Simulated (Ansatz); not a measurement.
A Mo6Se6 chain, relaxed period 4.413 Å, atoms relaxed at each strain.

```csv
strain,energy (meV a period),axial force (nN)
-0.015,+59.0,-2.91
+0.015,+56.8,+2.69
```

Calculation: PBE+D3(BJ) (plane waves to 420 eV, PAW; Ansatz, a program for electronic structure). Mesh 1×1×68. No spin polarisation, so a magnetic state wasn't tested. It repeats along c; a and b span vacuum. A hypothetical model. Only distortions within the start's symmetry and period were free. Values not marked SOC lack spin–orbit coupling. Buckling under compression is shut out by symmetry and the short period. Energies are free energies at a Fermi–Dirac width of 0.02 eV, from the unstrained cell.

Q: Work out the axial stiffness dF/dε in two ways.

A: From the forces: (+2.69 − (-2.91))/0.030 = 187 nN. From the energies: (E₊ + E₋)/(ε² c) = 0.1158 eV/(0.015² × 4.413 Å) = 116.6 eV/Å = 187 nN. The two agree to within 1 %.
